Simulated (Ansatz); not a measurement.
Abridged Ansatz (a program for electronic structure) output:

```
Relaxation: its limit of steps is 50 (relax.max_steps)
Pseudopotential: Pt, paw, valence charge 18
Crystal: 1 atoms, lattice volume = 14.794 Å³
Basis set: ecut = 500 eV, 357 PW (Γ), exchange–correlation on 80×80×96 points (64 copies of the dense FFT grid, shifted against one another)
Bands: 13, of which v1, the nominal top of the filled ones, is band 9 counted from 1 (8 counted from 0)
Symmetry: 12 space group operations
k-points: 2255 of 24389
Functional: x = r2scan, c = r2scan; τ floored in thin density (d = 2e-4 eV/Å³)
SCF iter   1: F=—  HF=-12538.385656 eV  |F-HF|=—  |Δ(HF+E_count)|=         —  Δρ=6.78e-2  dr2=6.19e-1  dr2_τ=3.25e-2  ethr=3.10e-3  ⟨swp⟩=5.0  Hψ=163756  notcnv=0
SCF iter   2: F=—  HF=-12538.245308 eV  |F-HF|=—  |Δ(HF+E_count)|=   1.40e-1  Δρ=3.33e-2  dr2=1.34e-1  dr2_τ=1.44e-2  ethr=3.10e-3  ⟨swp⟩=2.0  Hψ=55418  notcnv=0
SCF 1 converged in 7 iterations: F = -12538.258922 eV  dr2 = 2.24e-9
relax step   1: F+E_penalty+E_count = -12538.25892173 eV  Δ(F+E_penalty+E_count) = +0.000e0 eV  max|allowed force component| = 0.000e0 eV/Å  Δτ_max = 0.0000 Å  P = +10.490 GPa  Ω = 14.794 Å³  fix = [a, b, gamma]  reactions: a +12.557, b +12.557 GPa  (7 SCF iters, dr2 threshold 1.00e-7 eV, accepted)
[... steps on the carried basis left out ...]
relax step   7: F+E_penalty+E_count = -12538.26381092 eV  Δ(F+E_penalty+E_count) = +2.334e-7 eV  max|allowed force component| = 0.000e0 eV/Å  Δτ_max = 0.0000 Å  P = +5.670 GPa  Ω = 15.048 Å³  energy of the carried Pulay correction = -2.599e-7 eV  fix = [a, b, gamma]  reactions: a +8.505, b +8.505 GPa  (3 SCF iters, dr2 threshold 4.90e-10 eV, accepted)
Crystal: 1 atoms, lattice volume = 15.048 Å³
SCF iter   1: F=—  HF=-12538.263813 eV  |F-HF|=—  |Δ(HF+E_count)|=         —  Δρ=2.16e-6  dr2=2.38e-10  dr2_τ=2.45e-11  ethr=3.54e-8  ⟨swp⟩=2.7  Hψ=239623  notcnv=0
SCF iter   2: F=—  HF=-12538.263811 eV  |F-HF|=—  |Δ(HF+E_count)|=   1.91e-6  Δρ=8.94e-7  dr2=2.40e-11  dr2_τ=1.23e-11  ethr=1.32e-12  ⟨swp⟩=2.6  Hψ=54376  notcnv=0
SCF 8 converged in 4 iterations: F = -12538.263811 eV  dr2 = 2.85e-13
SCF converged after 4 iterations
Free energy (F): -12538.263811 eV
Internal energy: -12538.214804 eV  (E = F + TS)
E sigma→0 (E₀):  -12538.239307 eV
Entropy (-TS):   -0.049008 eV (-49.008 meV/atom)
Fermi energy:    23.191973 eV
--- Forces (eV/Å), atoms counted from 1 ---
  atom   1  Pt    -0.00000000     0.00000000     0.00000000
--- Stress (GPa, compression-positive) ---
        8.505036       0.000000       0.000000
        0.000000       8.505036      -0.000000
       -0.000000      -0.000000       0.000465
  P = ⅓ Tr σ = 5.6702 GPa (56.702 kbar)
--- Relaxed structure (6 steps of the walk, 6 accepted, 2 SCFs on fresh bases) ---
  cell:  # Å, volume = 15.0475 Å³
    - [2.7246408289986763, 3.4234005342061554e-40, 1.4250461740961e-34]
    - [1.3623204144993382, 2.3596081741011465, -1.7090215021913795e-11]
    - [1.3623204144993382, -0.7865360580167633, 2.3405396660676314]
  atoms:
    - { symbol: Pt, position: [0.0, 0.0, 0.0] }
```

### Question
What was computed, and what are the main results?

### Answer
Pt, 1 atom in the cell, with r2SCAN in Ansatz (plane waves to 500 eV, PAW, without spin-orbit coupling), earlier PAW set. The last SCF converged to F = -12538.263811 eV, or -12538.2638 eV per atom, at a pressure of 5.67 GPa. The total energy compares only with runs of the same code, potentials and settings.

The cells carry an imposed strain or load. Whether these cells are dynamically stable was not tested. All final runs are without spin polarisation. The cell was made from Pt in the fcc (Cu type) structure (space group Fm-3m, No. 225) by this change: biaxial strain −2.24 %, plane normal [111], relaxed out of plane.

Keys are those of Ansatz 0.2.
